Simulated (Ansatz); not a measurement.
**Carrier doping in hypothetical P6_3/mmc HgI2**

Base system: HgI2 (space group P6_3/mmc, No. 194; a = 4.155 Å, c = 14.391 Å; a hypothetical phase, not in the database extracts checked).

Carriers are added at fixed cell with a uniform background; the Fermi–Dirac width is that of 300 K.

Computed with Ansatz (a quantum-chemistry and plane-wave program) r2SCAN+rVV10, spin-orbit coupling left out, earlier PAW set.

Notes on the quantities. Fermi level from band edge: Fermi level relative to the doped band's edge (positive inside the band; to 0.05 eV).

| change | Fermi level from band edge | gap between the host's bands |
|---|---|---|
| undoped | – | 0.66 eV |
| electrons 2.0×10^21 cm⁻³ | +0.60 eV | 0.53 eV |
| electrons 3.0×10^21 cm⁻³ | +0.70 eV | 0.46 eV |
| electrons 5.0×10^21 cm⁻³ | +0.90 eV | 0.29 eV |
| holes 2.0×10^21 cm⁻³ | +0.10 eV | 0.75 eV |
| holes 3.0×10^21 cm⁻³ | +0.15 eV | 0.80 eV |
| holes 5.0×10^21 cm⁻³ | +0.15 eV | 0.88 eV |

Charged cell with a jellium background: band edges are those of the host's band count, energies are not comparable with the neutral cell, and many-body gap narrowing is missing. Spin-orbit coupling, missing from the scalar runs, can matter with Hg and I. No phonon test of stability was made.
